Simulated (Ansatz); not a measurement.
```xyz
2
Lattice="0.0000 2.9533 2.9533 2.9533 0.0000 2.9533 2.9533 2.9533 0.0000" Properties=species:S:1:pos:R:3 pbc="T T T"
P      1.4767     1.4767     1.4767
In     0.0000     0.0000     0.0000
```

List the harmonic phonon frequencies (cm⁻¹; finite displacements on a 6×6×6 mesh, r2SCAN in Ansatz, a first-principles code, k mesh 6×6×6) at q = (0.000, 0.167, -0.167), (0.167, 0.333, -0.500), (0.000, 0.167, 0.333), in fractions of this cell's reciprocal vectors. At Γ leave out the LO-TO shift.


- (0.000, 0.167, -0.167): 50, 69, 112, 300, 305, 337
- (0.167, 0.333, -0.500): 73, 86, 145, 304, 311, 338
- (0.000, 0.167, 0.333): 60, 69, 127, 305, 305, 335

The PAW data sets were generated under PBE and serve the other functionals too.
